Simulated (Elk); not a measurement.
Band structure of HfN (Fm-3m, 2 atoms in the cell).

```
CELL_PARAMETERS angstrom
      0.00000     2.26000     2.26000
      2.26000     0.00000     2.26000
      2.26000     2.26000     0.00000
ATOMIC_POSITIONS crystal
  Hf 0.00000 0.00000 0.00000
  N  0.50000 0.50000 0.50000
```

Method: Elk 10.2.4 with PBE, all-electron FP-LAPW, Elk's shipped species files, APW+lo basis with extra local orbitals.

Settings: xctype = 20; rgkmax = 8; stype = 0; swidth = 0.00999582 Ha; ngridk = 10 10 10; gmaxvr = 18 1/bohr; lmaxapw = 10; lmaxo = 8; nxlo = 2; lorbcnd = true; lradstp = 2; nrmtscf = 2; rmtscf = 0.87; lmaxi = 4.

The starting cell has typed, rounded lattice constants, without a prior relaxation at this level. Spin-orbit coupling is off. Values depend on the basis (sphere radii, cutoffs, local orbitals), which need not be converged.

Levels in eV from the Fermi level, bands 12 to 19:
| point | 12 | 13 | 14 | 15 | 16 | 17 | 18 | 19 |
|---|---|---|---|---|---|---|---|---|
| Γ | -12.58 | -3.01 | -3.01 | -3.01 | -0.42 | -0.42 | -0.42 | 1.70 |
| X | -12.60 | -5.50 | -3.87 | -3.71 | -3.71 | 4.03 | 5.46 | 5.46 |
| W | -12.56 | -6.20 | -5.55 | -5.55 | 1.08 | 1.08 | 5.46 | 5.47 |
| K | -12.58 | -6.40 | -5.61 | -5.01 | -0.89 | 3.81 | 4.39 | 5.94 |
| L | -12.44 | -8.96 | -6.28 | -6.28 | 3.19 | 3.63 | 3.63 | 4.39 |
| U | -12.58 | -6.40 | -5.61 | -5.01 | -0.89 | 3.81 | 4.39 | 5.94 |

Bands cross the Fermi level along this path, so the cell is metallic at this level.
